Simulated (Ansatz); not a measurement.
An Ansatz (a program for electronic structure) input (DFT with PBE-D3(BJ), PAW potentials and a 420 eV plane-wave cutoff in Ansatz, no spin-orbit coupling):

Ansatz 0.2 input:
```yaml
crystal:
  lattice:
    - [2.963441184, 0, 0]
    - [0, 2.963441184, 0]
    - [0, 0, 4.1601899067]
  atoms:
    - { symbol: W, position: [0, 0, 0] }
    - { symbol: W, position: [0.5, 0.5, 0.5] }
    - { symbol: N, position: [0.5, 0.5, 0] }
basis: { ecutwfc: 420, ecutrho_ratio: 4, xc_grid: 2, fft_grid_basis: typed }
kpoints: { mp_grid: { grid: [16, 16, 11] } }
hamiltonian:
  xc: pbe
  dispersion: d3bj
  pseudopotentials: { kind: paw }
scf: { occupations: { method: fermi_dirac, width: 0.05 }, convergence: { dr2_threshold: 0.0000000003 } }
output: { forces: true, stress: true }
```

Task: Which symmetry and how many k-points will the program report, and about how many plane waves at Γ?

Result: Space group P4/mmm (ITA 123) with 16 operations, k-points 270 of 2816, and 681 plane waves at Γ.

No phonon test of stability was made. The base started in P4/nmm and relaxed to P4/mmm at this level. All final runs are without spin polarisation. An odd electron count without spin: W2N. The cell is W2N (space group P4/mmm, No. 123; a hypothetical phase, not in the database extracts checked). The program warned that a D3 coordination switch lies within reach, so dispersion energies are less smooth here.
